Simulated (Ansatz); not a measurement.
Worked example: self-consistent single point of SrAl2Ge2 (P-3m1, 5 atoms in the cell) in Ansatz (a program for electronic structure).

Level of theory: r2SCAN, default PAW files made with PBE (plane waves; Ansatz).

```
CELL_PARAMETERS angstrom
      4.22796     0.00000     0.00000
     -2.11398     3.66152     0.00000
      0.00000     0.00000     7.47074
ATOMIC_POSITIONS crystal
  Sr 0.00000 0.00000 0.00000
  Al 0.66667 0.33333 0.37612
  Al 0.33333 0.66667 0.62388
  Ge 0.66667 0.33333 0.72595
  Ge 0.33333 0.66667 0.27405
```

Reference input (self-consistent single point, DFT, PBEsol, plane waves, default PAW files made with PBE): kpoints.mp_grid.grid = 6 6 3; hamiltonian.xc = pbesol; hamiltonian.pseudopotentials = {kind: paw} (the program's default PAW files); scf.occupations.method = cold; scf.occupations.width = 0.272 eV. This run's input differs from it in these lines:

Ansatz 0.2 input:
```diff
@@ -15,3 +15,3 @@
 hamiltonian:
-  xc: pbesol
+  xc: r2scan
   pseudopotentials: { kind: paw }
```

The program printed (abridged):

```
SCF iter   1: F=—  HF=-13244.102182 eV  |F-HF|=—  |Δ(HF+E_count)|=         —  Δρ=5.49e-3  dr2=6.07e-2  dr2_τ=1.99e-2  ethr=1.77e-3  ⟨swp⟩=7.5  Hψ=2332  notcnv=0
all-band conjugate gradients solve this SCF's bands
preconditioner: auto → Resta (q_TF=auto, 2.322 Å⁻¹)
SCF iter   2: F=—  HF=-13244.178962 eV  |F-HF|=—  |Δ(HF+E_count)|=   7.68e-2  S|Δr|=    0.00e0  Δρ=2.76e-3  dr2=1.47e-2  dr2_τ=2.41e-4  ethr=1.38e-4  ⟨swp⟩=2.0  Hψ=962  notcnv=0  defer=1
   [... lines left out ...]
SCF iter   5: F=—  HF=-13244.176030 eV  |F-HF|=—  |Δ(HF+E_count)|=   4.29e-5  S|Δr|=    0.00e0  Δρ=7.37e-5  dr2=7.03e-6  dr2_τ=3.29e-7  ethr=2.74e-7  ⟨swp⟩=2.1  Hψ=823  notcnv=0  defer=1
SCF iter   6: F=—  HF=-13244.176032 eV  |F-HF|=—  |Δ(HF+E_count)|=   1.45e-6  S|Δr|=    0.00e0  Δρ=8.51e-6  dr2=1.15e-7  dr2_τ=1.25e-8  ethr=1.60e-8  ⟨swp⟩=2.0  Hψ=807  notcnv=0  defer=1
SCF iter   7: F=-13244.176032 eV  HF=-13244.176032 eV  |F-HF|=7.31e-9  |Δ(HF+E_count)|=   5.85e-8  S|Δr|=    0.00e0  Δρ=2.82e-6  dr2=2.68e-8  dr2_τ=3.19e-10  ethr=2.27e-10  ⟨swp⟩=9.9  Hψ=2421  notcnv=0
SCF 1 converged in 7 iterations: F = -13244.176032 eV  dr2 = 2.68e-8
Stability not checked (fill_not_monotonic)
Free energy (F): -13244.176032 eV
Internal energy: -13244.190673 eV  (E = F + TS)
E sigma→0 (E₀):  -13244.180912 eV
Entropy (-TS):   0.014641 eV (2.928 meV/atom)
Fermi energy:    7.929868 eV
--- Forces (eV/Å), atoms counted from 1 ---
  atom   1  Sr     0.00000000     0.00000000     0.00000000
  atom   2  Al     0.00000000     0.00000000     0.01052076
  atom   3  Al     0.00000000    -0.00000000    -0.01052076
  atom   4  Ge    -0.00000000     0.00000000     0.02486848
  atom   5  Ge    -0.00000000    -0.00000000    -0.02486848
--- Stress (GPa, compression-positive) ---
       -0.037992      -0.000000      -0.000000
        0.000000      -0.037992      -0.000000
       -0.000000      -0.000000      -0.083088
  P = ⅓ Tr σ = -0.0530 GPa (-0.530 kbar)
  The stress holds the Pulay correction. Without it, at fixed plane waves, as pw.x and ABINIT print it: P = -0.0777 GPa
```

The run converged in 7 iterations. Against the reference run the pressure goes from -0.88 to -0.05 GPa and the largest force goes from 0.143 to 0.025 eV/Å. The full log also holds: “WARN basis.ecutwfc = 500 eV, the default”.

The starting cell comes from a database of computed structures (which also holds hypothetical and non-ambient phases and stackings), without a prior relaxation at this level. Ansatz's pressure includes its estimate of the finite-basis (Pulay) stress.
